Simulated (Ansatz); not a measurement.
The parent structure is SiSe$_{2}$ (space group Ibam, No. 72; made of chains).

Space group Ibam (No. 72); a = 6.299 Å, b = 9.307 Å, c = 5.856 Å, α = 90.00°, β = 90.00°, γ = 90.00°

```json
[
 {"atom": "Se", "site": "8j", "symmetry": "..m", "x": "0.2053", "y": "0.1282", "z": "0.0000"},
 {"atom": "Si", "site": "4a", "symmetry": "222", "x": "0.0000", "y": "0.0000", "z": "0.2500"}
]
```
(The calculation used a cell of 6 atoms; values per cell refer to that cell.)

Levels (all Ansatz, a first-principles code, PAW, earlier PAW set): PBEsol (420 eV, spin-orbit coupling left out); HSE06 (420 eV, without spin-orbit coupling).

The geometry is relaxed with PBEsol.

PBEsol band gap: 1.66 eV

Q: Predict the band gap from HSE06.

A: The band gap increases by 0.99 eV to 2.65 eV.

Single points use the geometry relaxed with PBEsol. HSE06 was sampled on its mesh, a few special points and the semilocal edge points, so its gap is an upper bound. Whether these cells are dynamically stable was not tested. No dispersion term is included in the PBEsol runs.
